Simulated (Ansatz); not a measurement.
## ZnS (P6_3mc): band-edge transport data

Data:

```
CELL_PARAMETERS angstrom
      3.70900     0.00000     0.00000
     -1.85450     3.21208     0.00000
      0.00000     0.00000     6.10187
ATOMIC_POSITIONS crystal
  Zn 0.33333 0.66667 0.00083
  Zn 0.66667 0.33333 0.50083
  S  0.33333 0.66667 0.37417
  S  0.66667 0.33333 0.87417
```

Method: PBEsol, rigid bands (plane waves, PAW, scalar-relativistic; Ansatz, a quantum-chemistry and plane-wave program). Condition of this run: hydrostatic pressure 5 GPa (the target of the relaxation). How the cell was made: cell and atoms relaxed with PBEsol, then loaded as said.

```json
{
  "band_gap": "2.40 eV",
  "electron conductivity mass (300 K, dilute)": "0.20 (x), 0.20 (y), 0.173 (z) mₑ",
  "hole conductivity mass (300 K, dilute)": "0.87 (x), 0.87 (y), 1.42 (z) mₑ",
  "effective density of states N_c (300 K)": "2.0e18 cm⁻³",
  "effective density of states N_v (300 K)": "5.1e19 cm⁻³",
  "density_of_states_mass_electrons": "0.188 mₑ",
  "density_of_states_mass_holes": "1.61 mₑ",
  "Seebeck coefficient, n-type 1e19 cm⁻³, 300 K": "-111 μV/K",
  "Seebeck coefficient, p-type 1e19 cm⁻³, 300 K": "356 μV/K"
}
```

Rigid bands; masses and Seebeck coefficients take one relaxation time τ for all states and one kind of carrier; polarons and phonon drag are left out. Spin-orbit coupling is left out; where it splits the top of the valence band, N_v and the p-type Seebeck coefficient come out somewhat high without it.
